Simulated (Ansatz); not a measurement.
## CdSe: response to strain

Start from CdSe in the zinc blende structure (space group F-43m, No. 216).

```
CELL_PARAMETERS angstrom
      0.00000     3.00374     3.00374
      3.00374     0.00000     3.00374
      3.00374     3.00374     0.00000
ATOMIC_POSITIONS crystal
  Cd 0.00000 0.00000 0.00000
  Se 0.25000 0.25000 0.25000
```

Cartesian axes are those of the cell as printed.

Strains are applied to the cell and any free atomic positions relax; under biaxial strain the out-of-plane vector relaxes too.

Calculations: LDA (Ansatz, a program for electronic structure, PAW, no spin-orbit coupling).

Notes on the quantities. energy relative to the base: free energy F.

| biaxial strain, plane normal [001], relaxed out of plane (%) | energy relative to the base (meV/atom) |
|---|---|
| 0 | 0.0 |
| 0.5 | 0.2 |
| 1 | 0.8 |
| 1.5 | 1.7 |
| 2 | 3.0 |
| 2.5 | ? |
| 3 | 6.6 |

**Question.** Fit ΔE = Aε² + Bε³ (ε in %) to the rows shown and predict the withheld row.

**Answer.** Least squares on the printed values gives A = 0.788 and B = -0.018 meV/atom (largest residual 0.0 meV/atom); this predicts 4.6 meV/atom, and the run gives 4.6 meV/atom, in agreement.

No phonon test of stability was made.
